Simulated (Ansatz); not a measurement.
Base system: W in the bcc (W type) structure (space group Im-3m, No. 229; a = 3.184 Å).

Levels (all Ansatz, a first-principles code, PAW): PBE (420 eV, spin-orbit coupling left out); PBE+SOC (420 eV, with spin-orbit coupling).

The geometry is relaxed with PBE.

- PBE pressure: 0.0 GPa

Q: What does PBE+SOC give at this geometry for the pressure?

A: The pressure goes from zero to 0.3 GPa.

Single points use the geometry relaxed with PBE. Differences between runs with and without spin-orbit coupling are approximate. Whether these cells are dynamically stable was not tested. The runs without spin-orbit coupling are not spin-polarised.
